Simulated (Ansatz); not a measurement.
Input and output of a self-consistent single point for CaSc3 (Pm-3m, 4 atoms in the cell) (Ansatz, a program for electronic structure).

Method: PBE (plane waves, PAW; Ansatz).

```
CELL_PARAMETERS angstrom
      4.72577     0.00000     0.00000
      0.00000     4.72577     0.00000
      0.00000     0.00000     4.72577
ATOMIC_POSITIONS crystal
  Sc 0.00000 0.50000 0.50000
  Sc 0.50000 0.50000 0.00000
  Sc 0.50000 0.00000 0.50000
  Ca 0.00000 0.00000 0.00000
```

Reference input (self-consistent single point, DFT, LDA (PW92), plane waves, default PAW files made with PBE): kpoints.mp_grid.grid = 5 5 5; hamiltonian.xc = lda; hamiltonian.pseudopotentials = {kind: paw} (the program's default PAW files); scf.occupations.method = gaussian; scf.occupations.width = 0.136 eV. This run's input differs from it in these lines:

Ansatz 0.2 input:
```diff
@@ -14,3 +14,3 @@
 hamiltonian:
-  xc: lda
+  xc: pbe
   pseudopotentials: { kind: paw }
```

The program printed (abridged):

```
SCF iter   1: F=—  HF=-8223.354678 eV  |F-HF|=—  |Δ(HF+E_count)|=         —  Δρ=1.71e-3  dr2=2.43e-3  ethr=1.77e-3  ⟨swp⟩=5.4  Hψ=1114  notcnv=0
all-band conjugate gradients solve this SCF's bands
preconditioner: auto → Kerker (q_TF=auto, 2.349 Å⁻¹)
SCF iter   2: F=—  HF=-8223.354137 eV  |F-HF|=—  |Δ(HF+E_count)|=   5.41e-4  Δρ=9.61e-4  dr2=9.43e-4  ethr=5.66e-6  ⟨swp⟩=2.0  Hψ=376  notcnv=0
SCF iter   3: F=—  HF=-8223.354032 eV  |F-HF|=—  |Δ(HF+E_count)|=   1.06e-4  Δρ=2.02e-4  dr2=6.18e-5  ethr=2.19e-6  ⟨swp⟩=2.0  Hψ=310  notcnv=0
SCF iter   4: F=—  HF=-8223.353923 eV  |F-HF|=—  |Δ(HF+E_count)|=   1.09e-4  Δρ=5.78e-5  dr2=2.97e-6  ethr=1.44e-7  ⟨swp⟩=2.0  Hψ=294  notcnv=0
SCF iter   5: F=—  HF=-8223.353923 eV  |F-HF|=—  |Δ(HF+E_count)|=   1.89e-7  Δρ=1.71e-5  dr2=3.16e-7  ethr=6.91e-9  ⟨swp⟩=2.9  Hψ=468  notcnv=0
SCF iter   6: F=-8223.353923 eV  HF=-8223.353923 eV  |F-HF|=3.25e-9  |Δ(HF+E_count)|=   6.26e-9  Δρ=5.10e-6  dr2=3.03e-8  ethr=2.33e-10  ⟨swp⟩=5.4  Hψ=948  notcnv=0
SCF 1 converged in 6 iterations: F = -8223.353923 eV  dr2 = 3.03e-8
Free energy (F): -8223.353923 eV
Internal energy: -8223.283989 eV  (E = F + TS)
E sigma→0 (E₀):  -8223.318956 eV
Entropy (-TS):   -0.069934 eV (-17.484 meV/atom)
Fermi energy:    8.637088 eV
--- Forces (eV/Å), atoms counted from 1 ---
  atom   1  Sc     0.00000000     0.00000000    -0.00000000
   [... zero for the other atoms too ...]
--- Stress (GPa, compression-positive) ---
        2.179524       0.000000       0.000000
        0.000000       2.179524      -0.000000
        0.000000      -0.000000       2.179524
  P = ⅓ Tr σ = 2.1795 GPa (21.795 kbar)
  The stress holds the Pulay correction. Without it, at fixed plane waves, as pw.x and ABINIT print it: P = 2.1612 GPa
```

The run converged in 6 iterations. Against the reference run the pressure goes from -2.09 to 2.18 GPa.

The starting cell was generated: these elements placed on a structure prototype, without a prior relaxation; it need not be a known phase or ordering of this composition. Ansatz's pressure includes its estimate of the finite-basis (Pulay) stress.
